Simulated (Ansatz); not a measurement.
The reference is SnS in the GeS type structure (space group Pnma, No. 62; a = 10.9116 Å, b = 3.9534 Å, c = 4.1121 Å). Axes: x, y, z lie along a, b, c of the conventional cell.

Structures relaxed with Ansatz (a program for electronic structure), PBEsol-D3(BJ), PAW, cutoff 420 eV, no spin-orbit coupling.

Base:

Simulated powder pattern, Mo Kα, λ = 0.71073 Å (kinematic, ideal powder, no thermal factors, no anomalous dispersion; the 14 strongest lines at most, above 2 %, up to 2θ = 40°):

```csv
2θ (°),I/Imax (%),hkl
10.60,36,(101)
12.43,33,(201)
12.75,61,(210)
14.33,31,(011)
14.81,100,(111)
14.97,60,(400)
18.23,57,(311)
20.26,16,(102)
20.71,27,(020)
20.78,22,(411)
22.78,20,(112)
22.90,15,(302)
23.67,21,(511)
25.66,29,(420)
```

After one change:

Simulated powder pattern, Mo Kα, λ = 0.71073 Å (kinematic, ideal powder, no thermal factors, no anomalous dispersion; the 14 strongest lines at most, above 2 %, up to 2θ = 40°):

| 2θ (°) | I/Imax (%) |
|---|---|
| 10.34 | 35 |
| 12.29 | 55 |
| 13.05 | 68 |
| 14.29 | 52 |
| 14.80 | 100 |
| 15.32 | 66 |
| 18.37 | 62 |
| 19.66 | 24 |
| 21.01 | 34 |
| 21.20 | 30 |
| 22.36 | 30 |
| 22.49 | 23 |
| 26.27 | 28 |
| 29.37 | 21 |

### Question
What was done to the base?
(A) biaxial strain +4.48 %, plane normal [001], relaxed out of plane
(B) isotropic strain +0.73 %
(C) biaxial strain −2.29 %, plane normal [001], relaxed out of plane
(D) uniaxial strain ε_yy = −1.38 %

### Answer
C, biaxial strain −2.29 %, plane normal [001], relaxed out of plane. Its volume per atom is 21.85 Å³ against 22.17 Å³, and its space group is Pnma (No. 62).

No phonon test of stability was made. All final runs are without spin polarisation.
